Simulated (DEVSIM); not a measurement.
# abrupt Si n-p junction

Structure: abrupt Si n-p junction, at 300 K.

| layer (left to right) | material | thickness (μm) | Nd (cm⁻³) | Na (cm⁻³) | τn (s) | τp (s) |
|---|---|---|---|---|---|---|
| 1 | Si | 11.0 | 3.4e18 | - | 6.3e-7 | 6.3e-7 |
| 2 | Si | 0.760 | - | 5.1e14 | 1.9e-8 | 6.3e-7 |

Left contact: ohmic. Right contact: ohmic. Voltage is applied to the left contact. Recombination: SRH at mid-gap, Auger. Gap narrowing is on: ΔEg = 6.92 meV × (l + √(l² + 0.5)), l = ln(N/1.3e17 cm⁻³), shared equally by both band edges. Mobility is constant in doping.

Constants are typed, rounded textbook-type inputs, not results; the design itself was drawn at random and stands for no fabricated device. Values at 300 K.

```tsv
parameter	Si
gap (eV)	1.124
affinity (eV)	4.05
permittivity	11.7
Nc (cm⁻³)	2.86e19
Nv (cm⁻³)	3.1e19
μn (cm²/Vs)	1417
μp (cm²/Vs)	470
Cn (cm⁶/s)	2.8e-31
Cp (cm⁶/s)	9.9e-32
```

Model (solved in DEVSIM): 1D drift-diffusion, Boltzmann statistics, complete ionisation; no tunnelling, impact ionisation, image-force lowering or self-heating.

- Potential step across the device at zero bias = 0.761 V
- Largest field in the device at zero bias = 75000 V/cm
- Dark forward voltage at 1 A/cm² = 0.426 V
- Dark forward voltage at 100 A/cm² = 0.586 V

Dark forward current:

```
V (V)  J (A/cm²)
-----  ---------
-0.05    -1.9e-6
-0.10    -1.3e-5
-0.15    -7.8e-5
-0.20   -0.00046
-0.25    -0.0027
-0.30     -0.015
-0.35     -0.082
-0.40      -0.43
-0.45       -2.2
-0.50       -9.9
-0.55        -40
-0.60       -140
-0.65       -450
-0.70      -1200
-0.75      -3200
```

Small-signal capacitance in reverse bias (quasi-static):

| V (V) | C (nF/cm²) |
|---|---|
| 0.04 | 14.4 |
| 0.1 | 14.3 |
| 0.2 | 14.2 |
| 0.3 | 14.1 |
| 0.4 | 14.1 |
| 0.6 | 14.0 |
| 0.8 | 13.9 |
| 1 | 13.9 |
| 1.3 | 13.8 |
| 1.6 | 13.8 |
| 2 | 13.7 |
